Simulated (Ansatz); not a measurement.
The parent structure is BN in the wurtzite structure (space group P6_3mc, No. 186; a = 2.5232 Å, c = 4.1751 Å). Axes: x lies along a and z along c of the hexagonal cell.

Level of theory: Ansatz (a program for electronic structure), LDA, PAW, cutoff 420 eV, spin-orbit coupling left out.

Strains are applied to the cell and any free atomic positions relax.

One change was made to it. Results:

| quantity | base | after |
|---|---|---|
| energy relative to the base (free energy F) | 0 meV/atom | +0.7 meV/atom |
| shortest interatomic distance | 1.548 Å | 1.549 Å |

Task: What was done to the base?
A) uniaxial strain ε_zz = +2.40 %
B) uniaxial strain ε_zz = +3.00 %
C) uniaxial strain ε_zz = +1.80 %
D) uniaxial strain ε_zz = +0.60 %

Result: D, uniaxial strain ε_zz = +0.60 %. For comparison, the energy relative to the base in the other runs: uniaxial strain ε_zz = +3.00 % gives +16 meV/atom; uniaxial strain ε_zz = +2.40 % gives +11 meV/atom; uniaxial strain ε_zz = +1.80 % gives +6.1 meV/atom.

No phonon test of stability was made.
